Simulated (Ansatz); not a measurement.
**W: biaxial strain −2.50 %, plane normal [001], relaxed out of plane**

Consider W in the bcc (W type) structure (space group Im-3m, No. 229; a = 3.169 Å; relaxed with 0.1 eV smearing). Axes: x, y, z lie along the cube axes.

It is then changed as follows: compressive biaxial strain of 2.50 % in the plane normal to [001], as in epitaxy on a mismatched substrate; the out-of-plane cell vector and the atoms relax.

Computed with r2SCAN (Ansatz, a quantum-chemistry and plane-wave program), no spin-orbit coupling. Settings: 29×29×29 k-points, 0.1 eV Fermi–Dirac smearing.

```tsv
quantity	base	changed	shift
shortest interatomic distance	2.744 Å	2.718 Å	-0.026 Å
energy relative to the base (free energy F)	0 meV/atom	+39 meV/atom	+39 meV/atom
pressure (mean of the normal stresses, compression positive)	0.0 GPa	10.7 GPa	+10.7 GPa
band gap	zero	zero	–
out-of-plane strain	–	+2.04 %	–
ratio −ε⊥/ε∥	–	0.82	–
mean in-plane stress (compression positive)	–	+16.0 GPa	–
```

Final structure (turned so that z lies along the plane normal):

```
CELL_PARAMETERS angstrom
      3.08961     0.00000     0.00000
      0.00000     3.08961     0.00000
      1.54481    -1.54481     1.61680
ATOMIC_POSITIONS crystal
  W  0.00000 0.00000 0.00000
```

No phonon test of stability was made. The final runs are not spin-polarised.
